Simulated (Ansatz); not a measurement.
An Ansatz (a first-principles code) run: ZnSnP2; PBE (Ansatz, PAW, spin-orbit coupling left out).

Input:

Ansatz 0.2 input:
```yaml
crystal:
  lattice:
    - [-2.851170913, 2.851170913, 5.7177730373]
    - [2.851170913, -2.851170913, 5.7177730373]
    - [2.851170913, 2.851170913, -5.7177730373]
  atoms:
    - { symbol: Zn, position: [0.75, 0.25, 0.5] }
    - { symbol: Zn, position: [0, 0, 0] }
    - { symbol: Sn, position: [0.25, 0.75, 0.5] }
    - { symbol: Sn, position: [0.5, 0.5, 0] }
    - { symbol: P, position: [0.102767941, 0.125, 0.477767941] }
    - { symbol: P, position: [0.647232059, 0.625, 0.522232059] }
    - { symbol: P, position: [0.375, 0.897232059, 0.022232059] }
    - { symbol: P, position: [0.875, 0.352767941, 0.977767941] }
basis: { ecutwfc: 420, ecutrho_ratio: 4, xc_grid: 2, fft_grid_basis: typed }
kpoints: { mp_grid: { grid: [8, 8, 8] } }
hamiltonian:
  xc: pbe
  dispersion: none
  pseudopotentials: { kind: paw }
scf: { occupations: { method: fermi_dirac, width: 0.05 }, convergence: { dr2_threshold: 0.0000000008 } }
output: { forces: true, stress: true }
```

Output (explanatory and most iteration lines left out):

```
Pseudopotential: Zn, paw, valence charge 12
Pseudopotential: Sn, paw, valence charge 14
Pseudopotential: P, paw, valence charge 5
Crystal: 8 atoms, lattice volume = 185.923 Å³
Basis set: ecut = 420 eV, 3635 PW (Γ), exchange–correlation on 96×96×96 points (8 copies of the dense FFT grid, shifted against one another)
Bands: 44, of which v1, the nominal top of the filled ones, is band 36 counted from 1 (35 counted from 0)
Symmetry: 8 space group operations
Space group: I-42d (ITA 122), of the structure as read, at distance tolerance 5.7e-5 Å
k-points: 59 of 512 (time reversal used)
Functional: x = pbe(κ = 0.804, μ = 0.2195149727645171), c = pbe(β = 0.06672455060314922)
SCF iter   1: F=—  HF=-21710.897831 eV  |F-HF|=—  |Δ(HF+E_count)|=         —  Δρ=7.04e-4  dr2=1.09e-3  ethr=1.77e-3  ⟨swp⟩=10.0  Hψ=13303  notcnv=0  defer=3
SCF iter   2: F=—  HF=-21710.896550 eV  |F-HF|=—  |Δ(HF+E_count)|=   1.28e-3  Δρ=5.00e-4  dr2=5.87e-4  ethr=1.51e-6  ⟨swp⟩=3.0  Hψ=5913  notcnv=0  defer=68
SCF 1 converged in 10 iterations: F = -21710.896514 eV  dr2 = 1.31e-11
SCF converged after 10 iterations
Free energy (F): -21710.896514 eV
Internal energy: -21710.896505 eV  (E = F + TS)
E sigma→0 (E₀):  -21710.896509 eV
Entropy (-TS):   -0.000009 eV (-0.001 meV/atom)
Fermi energy:    7.314402 eV
--- Forces (eV/Å), atoms counted from 1 ---
  atom   1  Zn    -0.00000000     0.00000000     0.00000000
  atom   2  Zn    -0.00000000    -0.00000000     0.00000000
  atom   3  Sn    -0.00000000     0.00000000     0.00000000
  atom   4  Sn     0.00000000     0.00000000     0.00000000
  atom   5  P     -0.00000000     0.00076252    -0.00000000
  atom   6  P      0.00000000    -0.00076252    -0.00000000
  atom   7  P     -0.00076252    -0.00000000     0.00000000
  atom   8  P      0.00076252     0.00000000    -0.00000000
--- Stress (GPa, compression-positive) ---
        0.000057       0.000000       0.000000
        0.000000       0.000057      -0.000000
        0.000000      -0.000000      -0.000326
  P = ⅓ Tr σ = -0.0001 GPa (-0.001 kbar)
```

No phonon test of stability was made. The cell is ZnSnP2 in the chalcopyrite structure (space group I-42d, No. 122).
